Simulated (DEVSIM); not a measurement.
Device: abrupt Si p-n junction, at 350 K.

Layer 1 from the left is Si, thickness (μm) 88.0, Na (cm⁻³) 1.5e18, τn (s) 8.3e-5, τp (s) 8.3e-5. Layer 2 from the left is Si, thickness (μm) 120, Nd (cm⁻³) 2.5e15, τn (s) 8.3e-5, τp (s) 8.3e-5.

Left contact: ohmic. Right contact: ohmic. Voltage is applied to the left contact. Recombination: SRH at mid-gap, radiative, Auger. Mobility is μmin + (μ − μmin)/(1 + (N/Nref)^α).

The device is made up for the run: typed textbook-type constants, with dimensions and the other settings drawn at random. Values at 300 K; Nc and Nv go as T^1.5, mobilities as T to minus their exponent, the gap by Varshni's rule with the affinity fixed.

Si: gap (eV) 1.124, affinity (eV) 4.05, permittivity 11.7, Nc (cm⁻³) 2.86e19, Nv (cm⁻³) 3.1e19, μn (cm²/Vs) 1417, μp (cm²/Vs) 470, μn,min 52, μp,min 45, Nref,n 9.7e16, Nref,p 2.2e17, αn 0.68, αp 0.72, T exponent of μn 2.3, T exponent of μp 2.2, B (cm³/s) 4.7e-15, Cn (cm⁶/s) 2.8e-31, Cp (cm⁶/s) 9.9e-32, Varshni α (eV/K) 0.000473, Varshni β (K) 636.

DEVSIM, 1D drift-diffusion, Boltzmann statistics, complete ionisation; no tunnelling, impact ionisation, image-force lowering or self-heating.

Dark forward current:

| |V| (V) | |J| (A/cm²) |
|---|---|
| 0.05 | 3.781e-8 |
| 0.10 | 2.241e-7 |
| 0.15 | 1.175e-6 |
| 0.20 | 6.103e-6 |
| 0.25 | 3.180e-5 |
| 0.30 | 0.0001662 |
| 0.35 | 0.0008691 |
| 0.40 | 0.004527 |
| 0.45 | 0.02305 |
| 0.50 | 0.1077 |
| 0.55 | 0.4209 |
| 0.60 | 1.346 |
| 0.65 | 3.694 |
| 0.70 | 9.112 |
| 0.75 | 20.58 |
| 0.80 | 42.21 |
| 0.85 | 77.31 |
| 0.90 | 126.2 |
| 0.95 | 187.1 |
| 1.00 | 257.7 |
| 1.05 | 336.5 |
| 1.10 | 422.0 |
| 1.15 | 513.5 |
| 1.20 | 610.3 |
| 1.25 | 711.9 |
| 1.30 | 817.8 |

**Question.** Work out the local ideality factor n = ΔV / (kT/q · ln(J2/J1)) between the rows 0.15 and 0.20 V, 0.30 and 0.35 V, 1.25 and 1.30 V.

**Answer.** kT/q = 30.16 mV. From 0.15 to 0.20 V: ln(6.103e-6/1.175e-6) = 1.648, n = 1.01, near the 1 of diffusion or emission over a barrier. From 0.30 to 0.35 V: ln(0.0008691/0.0001662) = 1.654, n = 1.00, near the 1 of diffusion or emission over a barrier. From 1.25 to 1.30 V: ln(817.8/711.9) = 0.139, n = 11.95.

**Question.** Estimate the current at 0.30 V from the Shockley equation with J0 = Σ q ni² D/(N L) coth(W/L), τ joining the SRH, radiative and Auger lifetimes that are on, and W taken as the whole layer.

**Answer.** ni² = 1.43e23 cm⁻⁶; electrons in the p layer: μ = 165 cm²/Vs, D = 4.98 cm²/s, τ = 4.13e-6 s, L = 45.4 μm, W/L = 1.9, term 1.74e-11 A/cm²; holes in the n layer: μ = 323 cm²/Vs, D = 9.75 cm²/s, τ = 8.29e-5 s, L = 284 μm, W/L = 0.42, term 7.87e-9 A/cm². J0 = 7.89e-9 A/cm², and J = J0 exp(qV/kT) = 0.000165 A/cm². The simulation gives 0.000166 A/cm², the same within the digits that matter. The estimate leaves out recombination in the depletion region and that region's share of W.
